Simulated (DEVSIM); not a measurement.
Structure: Schottky contact on p-type Si, at 300 K.

Layer 1 from the left is Si, thickness (μm) 1.60, Na (cm⁻³) 1.6e16, τn (s) 5.8e-7, τp (s) 5.8e-7.

Left contact: Schottky, work function 4.434 eV, emission velocity 2e6 cm/s. Right contact: ohmic. Voltage is applied to the left contact. Recombination: SRH at mid-gap, radiative. Mobility is μmin + (μ − μmin)/(1 + (N/Nref)^α).

Constants are typed, rounded textbook-type inputs, not results; the design itself was drawn at random and stands for no fabricated device. Values at 300 K.

Si: gap (eV) 1.124, affinity (eV) 4.05, permittivity 11.7, Nc (cm⁻³) 2.86e19, Nv (cm⁻³) 3.1e19, μn (cm²/Vs) 1417, μp (cm²/Vs) 470, μn,min 52, μp,min 45, Nref,n 9.7e16, Nref,p 2.2e17, αn 0.68, αp 0.72, B (cm³/s) 4.7e-15.

Question: Estimate by hand the built-in potential, the peak field at zero bias, the capacitance at 0.6 V, and compare with a numerical solution.

Answer: 
- Built-in potential: barrier φB = 0.740 eV; Vbi = φB − kT/q ln(N_band/N) = 0.544 V; numerical 0.544 V.
- Peak field at zero bias: depletion approximation: W = √(2εVbi/(qN)) = 0.210 μm with N = 1.60e16 cm⁻³; field = 2Vbi/W = 51900 V/cm; numerical 50500 V/cm (estimate above by 2.7 %).
- Capacitance at 0.6 V: C = √(qεN / 2(Vbi + |V|)) = 34.1 nF/cm²; numerical 34.5 nF/cm² (estimate below by 1.2 %).

Model (solved in DEVSIM): 1D drift-diffusion, Boltzmann statistics, complete ionisation; no tunnelling, impact ionisation, image-force lowering or self-heating. Metal contacts follow the ideal Schottky-Mott rule: no Fermi-level pinning, no interface dipoles.
